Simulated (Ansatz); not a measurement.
ScAl3: response to strain

Start from ScAl3 in the Cu3Au type structure (space group Pm-3m, No. 221; relaxed with 0.1 eV smearing).

```
CELL_PARAMETERS angstrom
      4.07246     0.00000     0.00000
      0.00000     4.07246     0.00000
      0.00000     0.00000     4.07246
ATOMIC_POSITIONS crystal
  Sc 0.00000 0.00000 0.00000
  Al 0.00000 0.50000 0.50000
  Al 0.50000 0.00000 0.50000
  Al 0.50000 0.50000 0.00000
```

Cartesian axes are those of the cell as printed.

Strains are applied to the cell and any free atomic positions relax.

Calculations: Kohn–Sham DFT with the PBEsol functional, run in Ansatz (an electronic-structure program) with PAW and 420 eV plane waves, without spin-orbit coupling.

Notes on the quantities. pressure: mean of the normal stresses, compression positive; energy relative to the base: free energy F.

| case | pressure | energy relative to the base | volume per atom |
|---|---|---|---|
| base | 0.0 GPa | 0 meV/atom | 16.89 Å³ |
| uniaxial strain ε_zz = +0.60 % | -0.5 GPa | +0.4 meV/atom | 16.99 Å³ |
| uniaxial strain ε_zz = +1.20 % | [?] | +1.4 meV/atom | 17.09 Å³ |
| uniaxial strain ε_zz = +1.80 % | -1.5 GPa | +3.1 meV/atom | 17.19 Å³ |
| uniaxial strain ε_zz = +2.40 % | [?] | [?] | 17.29 Å³ |
| uniaxial strain ε_zz = +3.00 % | -2.5 GPa | [?] | 17.39 Å³ |

Q: Complete the table.

A: 
- uniaxial strain ε_zz = +1.20 %, pressure: -1.1 GPa
- uniaxial strain ε_zz = +2.40 %, pressure: -2.0 GPa
- uniaxial strain ε_zz = +2.40 %, energy relative to the base: +5.5 meV/atom
- uniaxial strain ε_zz = +3.00 %, energy relative to the base: +8.5 meV/atom

Whether these cells are dynamically stable was not tested. All final runs are without spin polarisation.
